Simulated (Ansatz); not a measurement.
The reference is GaAs in the zinc blende structure (space group F-43m, No. 216).

```xyz
2
Lattice="0.0000 2.8295 2.8295 2.8295 0.0000 2.8295 2.8295 2.8295 0.0000" Properties=species:S:1:pos:R:3 pbc="T T T"
Ga     0.0000     0.0000     0.0000
As     1.4147     1.4147     1.4147
```

Level of theory: PBEsol (Ansatz, a first-principles code, PAW, without spin-orbit coupling).

One change was made to it. Results:

| quantity | base | after |
|---|---|---|
| gap character | direct at Γ | indirect, Γ → X |
| volume per atom | 22.65 Å³ | 18.48 Å³ |
| band gap | 0.42 eV | 0.90 eV |

**Question.** Which change produced these results?
A. pressure −1 GPa
B. pressure 4.5 GPa
C. pressure 22.5 GPa

**Answer.** C, pressure 22.5 GPa. For comparison, the band gap in the other runs: pressure 4.5 GPa gives 0.85 eV; pressure −1 GPa gives 0.31 eV.

Load acts through the strain it causes; cell and atoms are relaxed under it. Stability against distortions was not tested. Measured, GaAs leaves this structure (for a Cmcm phase) near 15 GPa (room temperature; as listed in arXiv:1906.07825).
